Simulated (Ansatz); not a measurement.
# A self-consistent single point of CaS (Fm-3m, 2 atoms in the cell) with Ansatz

Level of theory: LDA (PW92), default PAW files made with PBE (plane waves; Ansatz, a quantum-chemistry and plane-wave program).

Input:

Ansatz 0.2 input:
```yaml
# CaS
crystal:
  lattice:
    - [0.000000, 2.836465, 2.836465]
    - [2.836465, 0.000000, 2.836465]
    - [2.836465, 2.836465, 0.000000]
  atoms:
    - { symbol: Ca, position: [0.000000, 0.000000, 0.000000] }
    - { symbol: S, position: [0.500000, 0.500000, 0.500000] }
basis:
  ecutwfc: 420.0
kpoints:
  mp_grid: { grid: [8, 8, 8] }
hamiltonian:
  xc: lda
  pseudopotentials: { kind: paw }
scf:
  occupations: { method: fermi_dirac, width: 0.01 }
output:
  forces: true
  eigenvalues: true
  stress: true
```

The program printed (abridged):

```
WARN ansatz: RAYON_NUM_THREADS=1 ignored (pool sized by the plan → 1); use --threads N
Pseudopotentials: kind: paw
Pseudopotential: Ca, paw, valence charge 10
Pseudopotential: S, paw, valence charge 6
Crystal: 2 atoms, lattice volume = 45.642 Å³
Basis set: ecut = 420 eV, 893 PW (Γ)
Bands: 12, of which v1, the nominal top of the filled ones, is band 8 counted from 1 (7 counted from 0)
Symmetry: 48 space group operations
Space group: Fm-3m (ITA 225), of the structure as read, at distance tolerance 3.6e-5 Å
k-points: 29 of 512
PAW frozen core: Ca, regenerated for the run's functional, and the local potential with it
PAW frozen core: S, regenerated for the run's functional, and the local potential with it
Initial density: superposition of atomic densities (neutral atoms: chi_scale 0, normalization atom), corrected by the library's trained network
Initial wavefunctions: pseudopotential atomic-orbital guess
Eigensolver: davidson
Functional: x = slater, c = lda
SCF iter   1: F=—  HF=-2646.675725 eV  |F-HF|=—  |Δ(HF+E_count)|=         —  Δρ=5.79e-3  dr2=1.56e-2  ethr=1.77e-3  ⟨swp⟩=7.2  Hψ=2484  notcnv=0
all-band conjugate gradients solve this SCF's bands
preconditioner: auto → none
SCF iter   2: F=—  HF=-2646.671289 eV  |F-HF|=—  |Δ(HF+E_count)|=   4.44e-3  Δρ=2.61e-3  dr2=1.46e-3  ethr=9.72e-5  ⟨swp⟩=2.7  Hψ=790  notcnv=0
SCF iter   3: F=—  HF=-2646.670966 eV  |F-HF|=—  |Δ(HF+E_count)|=   3.23e-4  Δρ=9.56e-4  dr2=2.94e-4  ethr=9.10e-6  ⟨swp⟩=2.6  Hψ=613  notcnv=0
SCF iter   4: F=—  HF=-2646.670901 eV  |F-HF|=—  |Δ(HF+E_count)|=   6.53e-5  Δρ=1.40e-4  dr2=7.21e-6  ethr=1.84e-6  ⟨swp⟩=2.0  Hψ=535  notcnv=0
SCF iter   5: F=—  HF=-2646.670899 eV  |F-HF|=—  |Δ(HF+E_count)|=   2.02e-6  Δρ=1.91e-5  dr2=5.17e-8  ethr=4.51e-8  ⟨swp⟩=2.0  Hψ=461  notcnv=0
SCF iter   6: F=-2646.670899 eV  HF=-2646.670899 eV  |F-HF|=1.77e-9  |Δ(HF+E_count)|=   9.96e-9  Δρ=2.68e-6  dr2=2.56e-9  ethr=3.23e-10  ⟨swp⟩=2.1  Hψ=1216  notcnv=0
SCF 1 converged in 6 iterations: F = -2646.670899 eV  dr2 = 2.56e-9
SCF converged after 6 iterations
Free energy (F): -2646.670899 eV
Harris-Foulkes:  -2646.670899 eV  (|F-HF|=1.77e-9)
Internal energy: -2646.670899 eV  (E = F + TS)
E sigma→0 (E₀):  -2646.670899 eV
Fermi energy:    6.923170 eV
--- Per-component energies (eV) ---
  E_band       = -134.906590
  E_kinetic    = 385.973913
  E_local      = -821.794700  (includes V_loc(G=0)·N_el)
  E_nonlocal   = 96.054712
  E_hartree    = 267.913366
  E_xc         = -232.870467
  E_vxc        = -259.566277  (∫ρ·V_xc dr)
  E_paw        = -1385.049433  (= ΣΔE_a)
  E_vpaw       = -71.400517  (= ΣTr[D̂ρ^β])
  E_aug_tail   = -0.000003  (compensation charges beyond the density's cutoff)
  E_ewald      = -957.334648
  E_core_change = 0.436363  (= ΣΔE_core)
  E_smearing   = -0.000000  (= −TS)
  E_closure    = -0.000000  (closes the sum)
  Σ components = -2646.670899   (vs F -2646.670899, Δ=0.00e0)
--- Forces (eV/Å), atoms counted from 1 ---
  atom   1  Ca    -0.00000000     0.00000000     0.00000000
  atom   2  S      0.00000000    -0.00000000     0.00000000
  max |Σ_I F_I| component: 4.90e-30 eV/Å
--- Stress (GPa, compression-positive) ---
       -3.482745      -0.000000      -0.000000
       -0.000000      -3.482745       0.000000
        0.000000      -0.000000      -3.482745
  P = ⅓ Tr σ = -3.4827 GPa (-34.827 kbar)
  The stress holds the Pulay correction. Without it, at fixed plane waves, as pw.x and ABINIT print it: P = -3.4890 GPa
--- Band table (eV; the first three rows and the last of 29) ---
  k-point 0: bands = ["-32.9344", "-14.1591", "-14.1591", "-14.1591", "-5.4810", "5.8611", "5.8611", "5.8611", "9.8075", "9.8249", "9.8249", "9.8249"]
  k-point 1: bands = ["-32.9325", "-14.1872", "-14.1612", "-14.1612", "-5.3674", "5.1629", "5.6214", "5.6214", "9.8180", "10.0594", "10.0594", "10.6128"]
  k-point 2: bands = ["-32.9279", "-14.2536", "-14.1664", "-14.1664", "-5.0787", "3.9555", "5.1558", "5.1558", "9.9477", "10.6517", "10.6517", "11.9369"]
  k-point 28: bands = ["-32.9173", "-14.2541", "-14.2541", "-14.2242", "-4.7055", "4.0153", "4.0153", "4.2449", "10.5179", "10.5179", "11.7048", "12.1877"]
```

The run converged in 6 iterations.

The starting cell has typed, rounded lattice constants, without a prior relaxation at this level. Its lattice was rescaled by up to half a per cent. With a pressure of about -3 GPa the cell is away from its equilibrium volume at this level. Ansatz's pressure includes its estimate of the finite-basis (Pulay) stress.
